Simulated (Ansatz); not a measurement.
The parent structure is WC (space group P-6m2, No. 187; relaxed with 0.1 eV smearing).

```
WC
1.0
    2.89911     0.00000     0.00000
   -1.44955     2.51070     0.00000
    0.00000     0.00000     2.82680
W C
1 1
Direct
  0.00000   0.00000   0.00000
  0.33333   0.66667   0.50000
```

Cartesian axes are those of the cell as printed.

The values are results of plane-wave PAW DFT at the PBEsol level (Ansatz, an electronic-structure program, 420 eV), no spin-orbit coupling, not measurements.

Modification: an isotropic linear strain of −2.50 %; the atoms relax in the strained cell.

Predict the stress tensor and what it implies for the stiffness.

Stress of the strained cell less that of the base (GPa, compression positive):
```
   34.6     0.0     0.0
    0.0    34.6     0.0
    0.0     0.0    40.3
```

Then B = −ΔP/(ΔV/V₀) with ΔV/V₀ = -0.0731 gives secant stiffness values (nonlinear terms included at this strain): B (at held cell shape, above the free-shape value) ≈ 499 GPa.

As a check, the harmonic strain energy −½ V₀ Δσ:ε is 88 meV/atom; the computed energy rise is 80 meV/atom.

Whether these cells are dynamically stable was not tested. The final runs are not spin-polarised.
